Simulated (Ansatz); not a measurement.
Consider the following.

End structure of a constructed model of the (111) surface of fcc Cu, p(2x2) layer of Pb, one a cell, on the site that continues the host's stacking (bottom of the slab: a bare face, its two planes held):

```xyz
25
Lattice="5.1336 0.0000 0.0000 -2.5668 4.4458 0.0000 0.0000 0.0000 29.0000" Properties=species:S:1:pos:R:3 pbc="T T T"
Cu    -1.2834     3.7049     8.0142
Cu     0.0000     1.4819     8.0142
Cu     1.2834     3.7049     8.0142
Cu     2.5668     1.4819     8.0142
Cu     0.0000     2.9639    10.1099
Cu     1.2834     0.7410    10.1099
Cu     2.5668     2.9639    10.1099
Cu     3.8502     0.7410    10.1099
Cu     1.2834     2.2229    12.1914
Cu     2.5658    -0.0006    12.1970
Cu    -1.2834     2.2241    12.1970
Cu     0.0010    -0.0006    12.1970
Cu     2.5634     1.4839    14.2837
Cu     1.2834     3.7009    14.2837
Cu     0.0034     1.4839    14.2837
Cu    -1.2834     3.7049    14.3003
Cu     3.8502     0.7410    16.3499
Cu     2.5578     2.9587    16.3887
Cu     1.2834     0.7513    16.3887
Cu     0.0089     2.9587    16.3887
Cu    -0.0264     0.0152    18.4504
Cu    -1.2834     2.1924    18.4504
Cu     2.5932     0.0152    18.4504
Cu     1.2834     2.2229    18.5835
Pb    -1.2834     3.7049    20.7049
```

Model: 25-atom slab, 13.0 Å thick at the start with caps and adatoms (thin: gaps and levels are the slab's own), 9x9x1 mesh, Fermi-Dirac 0.1 eV, dipole correction, 8 atoms held, the rest relaxed; held to the start's symmetry, so lower structures may exist; no spin, no spin-orbit, no U. It is one candidate, not shown to be the stable structure of the face.

Q: What is the computed work function of the top face (PBE in Ansatz, a first-principles code)?

A: 3.81 eV
